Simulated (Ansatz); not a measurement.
Si (diamond structure), cut as (111) film, 8 layers, monofluoride, F-ended; geometry relaxed with PBE. The relaxation kept the symmetry of its start, so a lower minimum of less symmetry isn't excluded. The in-plane lattice is held at the bulk value. With PBE (Ansatz, a first-principles code) the gap on the k-mesh of the run is 0.84 eV. k-points: Γ-centred 8×8×1 mesh; occupations: Fermi-Dirac, 0.020 eV; spin polarisation not allowed. Scalar-relativistic, no spin-orbit coupling.

Task: What gap does HSE06 (Ansatz) give on the same geometry and mesh?

Result: 1.45 eV, wider by 0.60 eV.
